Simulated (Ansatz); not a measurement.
A computed series for hypothetical P4_2/mnm BAs: carrier doping

Consider BAs (space group P4_2/mnm, No. 136; a = 5.8372 Å, c = 3.3617 Å; a hypothetical phase, not in the database extracts checked).

Carriers are added at fixed cell with a uniform background; the Fermi–Dirac width is that of 300 K.

Level of theory: PBEsol, PAW, 420 eV (Ansatz, a quantum-chemistry and plane-wave program; no spin-orbit coupling).

Notes on the quantities. Fermi level from band edge: Fermi level relative to the doped band's edge (positive inside the band; to 0.05 eV).

```tsv
case	gap between the host's bands	Fermi level from band edge
undoped	0.61 eV	–
electrons 2.0×10^21 cm⁻³	0.57 eV	+0.75 eV
electrons 3.0×10^21 cm⁻³	0.55 eV	+0.85 eV
electrons 5.0×10^21 cm⁻³	0.52 eV	+1.00 eV
electrons 7.0×10^21 cm⁻³	0.50 eV	+1.05 eV
holes 2.0×10^21 cm⁻³	0.67 eV	+0.60 eV
holes 3.0×10^21 cm⁻³	0.69 eV	+0.80 eV
holes 5.0×10^21 cm⁻³	0.73 eV	+1.00 eV
holes 7.0×10^21 cm⁻³	0.78 eV	+1.20 eV
```

Carriers are added with a uniform compensating background; total energy and stress of such cells depend on the potential's zero and are not compared; many-body gap narrowing is missing at this level. Whether these cells are dynamically stable was not tested.
